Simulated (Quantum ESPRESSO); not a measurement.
Troubleshooting Quantum ESPRESSO: a failed run on TiCoN2 (Pnma, 16 atoms in the cell). The aim is a self-consistent single point with DFT, PBEsol, plane waves, SSSP 1.1.2 efficiency (PBE) pseudopotentials.

The input file:

```fortran
&CONTROL
 calculation = 'scf'
 prefix = 'scf'
 outdir = './out'
 pseudo_dir = './pp'
 tprnfor = .true.
 tstress = .true.
/
&SYSTEM
 ibrav = 0
 nat = 16
 ntyp = 3
 ecutwfc = 50
 ecutrho = 400
 occupations = 'smearing'
 smearing = 'fermi-dirac'
 degauss = 0.0073499
 nspin = 2
 starting_magnetization(2) = 0.176
 input_dft = 'pbesol'
/
&ELECTRONS
 conv_thr = 1e-10
 mixing_beta = 0.3
/
ATOMIC_SPECIES
Ti    47.8670  ti_pbe_v1.4.uspp.F.UPF
Co    58.9332  Co_pbe_v1.2.uspp.F.UPF
N     14.0070  N.pbe-n-radius_5.UPF
ATOMIC_POSITIONS {crystal}
Ti    0.614890000    0.750000000    0.622490000
Ti    0.385110000    0.250000000    0.377510000
Ti    0.885110000    0.250000000    0.122490000
Ti    0.114890000    0.750000000    0.877510000
Co    0.562790000    0.750000000    0.156290000
Co    0.437210000    0.250000000    0.843710000
Co    0.937210000    0.250000000    0.656290000
Co    0.062790000    0.750000000    0.343710000
N     0.605950000    0.250000000    0.604330000
N     0.394050000    0.750000000    0.395670000
N     0.894050000    0.750000000    0.104330000
N     0.105950000    0.250000000    0.895670000
N     0.541450000    0.250000000    0.121660000
N     0.458550000    0.750000000    0.878340000
N     0.958550000    0.750000000    0.621660000
N     0.041450000    0.250000000    0.378340000
K_POINTS {automatic}
3 5 3  0 0 0
CELL_PARAMETERS {angstrom}
   5.752880000     0.000000000     0.000000000
   0.000000000     4.121380000     0.000000000
   0.000000000     0.000000000     6.837980000
```

Output (repeated stretches shortened):

```
 %%%%%%%%%%%%%%%%%%%%%%%%%%%%%%%%%%%%%%%%%%%%%%%%%%%%%%%%%%%%%%%%%%%%%%%%%%%%%%
     Error in routine readpp (1):
     file ./pp/ti_pbe_v1.4.uspp.F.UPF not found
 %%%%%%%%%%%%%%%%%%%%%%%%%%%%%%%%%%%%%%%%%%%%%%%%%%%%%%%%%%%%%%%%%%%%%%%%%%%%%%

     stopping ...
```

Q: Read the log: what does the program object to, and what is the fix?

A: The fault is a wrong folder for the potentials. The files are not in the folder that the input names. To fix it, correct the folder. The program stopped before any SCF iteration.

An input that runs soundly differs in these lines (not the only fix; some lines may just follow from the change or write a value another way):
```diff
- pseudo_dir = './pp'
+ pseudo_dir = './'
```

With that input, the run converged in 33 iterations: free energy E − TS -24910.4495 eV; Fermi level (on the code's own zero) 14.08 eV; pressure -8.94 GPa; largest force (vector length) 0.178 eV/Å; size of the cell's spin moment 2.24 μB (DFT, PBEsol, plane waves, SSSP 1.1.2 efficiency (PBE) pseudopotentials).

On the sound input: the starting cell comes from a database of computed structures (which also holds hypothetical and non-ambient phases and stackings), without a prior relaxation at this level. The moments shrank to a small part of their start, a low-spin state that need not be the lowest. With a pressure of about -9 GPa the cell is away from its equilibrium volume at this level. Without a gap this mesh is coarse (it stands for a supercell whose shortest vector is 17 Å).
